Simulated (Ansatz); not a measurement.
Ti3Al: response to strain

The reference is Ti3Al (space group P6_3/mmc, No. 194; a = 5.747 Å, c = 4.632 Å). Axes: x lies along a and z along c of the hexagonal cell.

Strains are applied to the cell and any free atomic positions relax; under biaxial strain the out-of-plane vector relaxes too.

Method: plane-wave PAW DFT at the r2SCAN level (Ansatz, a first-principles code, 500 eV), no spin-orbit coupling, earlier PAW set.

Notes on the quantities. energy relative to the base: free energy F.

```json
[
 {"change": "base", "volume per atom": "16.56 Å³", "energy relative to the base": "0 meV/atom"},
 {"change": "biaxial strain −4.25 %, plane normal [001], relaxed out of plane", "volume per atom": "15.51 Å³", "energy relative to the base": "+54 meV/atom"},
 {"change": "biaxial strain +1.34 %, plane normal [001], relaxed out of plane", "volume per atom": "16.88 Å³", "energy relative to the base": "___"},
 {"change": "isotropic strain −3.43 %", "volume per atom": "14.92 Å³", "energy relative to the base": "+73 meV/atom"},
 {"change": "uniaxial strain ε_xx = +0.68 %", "volume per atom": "16.68 Å³", "energy relative to the base": "___"},
 {"change": "uniaxial strain ε_yy = −1.31 %", "volume per atom": "16.35 Å³", "energy relative to the base": "___"},
 {"change": "tensor shear ε_xy = +1.30 %", "volume per atom": "16.56 Å³", "energy relative to the base": "+1.9 meV/atom"}
]
```

### Question
Complete the table.

### Answer

- biaxial strain +1.34 %, plane normal [001], relaxed out of plane, energy relative to the base: +4.6 meV/atom
- uniaxial strain ε_xx = +0.68 %, energy relative to the base: +0.5 meV/atom
- uniaxial strain ε_yy = −1.31 %, energy relative to the base: +1.8 meV/atom

Whether these cells are dynamically stable was not tested. All final runs are without spin polarisation.
